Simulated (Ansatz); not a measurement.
GaN (model structure, started from the litharge type, P4/nmm, No. 129, 4 atoms in the cell): volume per atom by level of theory

No measured value is used here.

Q: Put these levels in order of the volume per atom that they give for GaN (model structure, started from the litharge type, P4/nmm, No. 129, 4 atoms in the cell), smallest first: PBE (Ansatz, a program for electronic structure), PBE-D3(BJ) (Ansatz), PBEsol (Ansatz).

A: PBE-D3(BJ) (14.51 Å³/atom), PBEsol (15.46 Å³/atom), PBE (19.08 Å³/atom)

Ansatz's density-functional and Hartree–Fock values are scalar-relativistic unless marked +SOC, with PAW data made under PBE.

A model structure was made by putting elements into a prototype or built by hand; it is no filed structure, need not be a known phase, and can be a saddle point held by its symmetry.
